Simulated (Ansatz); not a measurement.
An Ansatz (an electronic-structure program) input (LDA/PAW in Ansatz, scalar-relativistic without spin-orbit coupling):

Ansatz 0.2 input:
```yaml
crystal:
  lattice:
    - [0.0363636838, 3.189796826, 3.189796826]
    - [3.189796826, 0.0363636838, 3.189796826]
    - [3.2261605098, 3.2261605098, 0]
  atoms:
    - { symbol: Te, position: [0.5, 0.5, 0.5] }
    - { symbol: Pb, position: [0, 0, 0] }
basis: { ecutwfc: 420, ecutrho_ratio: 4, xc_grid: 2, fft_grid_basis: typed }
kpoints: { mp_grid: { grid: [9, 9, 9] } }
hamiltonian:
  xc: lda
  dispersion: none
  pseudopotentials: { kind: paw }
scf: { occupations: { method: fermi_dirac, width: 0.05 }, convergence: { dr2_threshold: 0.0000000002 } }
relax: { f_tol: 0.005, max_steps: 50 }
output: { forces: true, stress: true }
checkpoint: { write: state.ck, write_every: 1000 }
```

Which symmetry and how many k-points will the program report, and about how many plane waves at Γ?

Space group Immm (ITA 71) with 8 operations, k-points 125 of 729, and 1251 plane waves at Γ.

The cells carry an imposed strain or load. No phonon test of stability was made. The cell was made from PbTe in the rock salt structure (space group Fm-3m, No. 225) by this change: tensor shear ε_xy = +1.14 %.
